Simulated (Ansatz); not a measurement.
Partial pair distribution functions of a relaxed model of amorphous Si24O48H2, broadened by 0.06 Å; density 2.02 g/cm³. Calculation: PBE, scalar-relativistic without spin-orbit coupling (plane waves to 420 eV, PAW; Ansatz, a quantum-chemistry and plane-wave program). The usual formal charges leave 2 electrons over, so the level spacing at the Fermi energy parts defect or band states and needn't be the band gap.

Preparation: random packing, a CHGNet melt and quench, and a DFT relaxation. O atoms were pushed apart under 1.9 Å during the dynamics, to hinder bonds among them. The hot cell started wider than the set density and was brought back towards it in steps. It is the lowest in DFT energy of 2 quenches. It is a model cell: composition and starting density were chosen by hand, and all elements were melted together. No dispersion term was used. Its density started from a set value of 2.02 and ended at 2.02 g/cm³. Cooling (nominally 390 K/ps over its main leg) ran many orders faster than in experiment, which tends to leave more defects and strain. One small periodic cell is one sample of the glass; other quenches scatter about these values. The volume was held where the preparation left it and the shape relaxed, at a PBE pressure of -2.2 GPa (tension). Stress components on the final sampling reach 2.3 GPa.

```tsv
r (Å)	g Si-O	g Si-Si	g O-O
1.40	0.02	0.00	0.00
1.50	1.71	0.00	0.00
1.60	14.50	0.00	0.00
1.70	11.02	0.00	0.00
1.80	1.37	0.00	0.00
1.90	0.17	0.00	0.00
2.00	0.01	0.00	0.00
2.10	0.00	0.00	0.00
2.20	0.00	0.01	0.00
2.30	0.00	0.18	0.08
2.40	0.00	0.40	0.31
2.50	0.00	0.37	1.34
2.60	0.04	0.16	4.94
2.70	0.07	0.23	6.00
2.80	0.04	0.27	2.89
2.90	0.12	1.03	0.85
3.00	0.18	3.66	0.30
3.10	0.32	4.93	0.26
3.20	0.26	3.70	0.43
3.30	0.60	1.36	0.61
3.40	1.06	0.19	0.45
3.50	1.06	0.01	0.55
3.60	1.55	0.00	0.58
3.70	1.40	0.04	0.59
3.80	1.14	0.15	0.69
3.90	1.60	0.14	0.53
4.00	1.85	0.52	0.48
4.10	1.75	0.64	0.73
4.20	1.79	0.67	0.80
4.30	1.62	0.61	0.59
4.40	1.06	1.17	0.81
4.50	0.73	1.28	1.09
4.60	0.68	1.27	1.06
4.70	0.56	1.37	1.10
4.80	0.62	0.92	1.37
4.90	0.71	0.92	1.58
```

Within 1.98 Å each Si has 3.96 O neighbours on average.
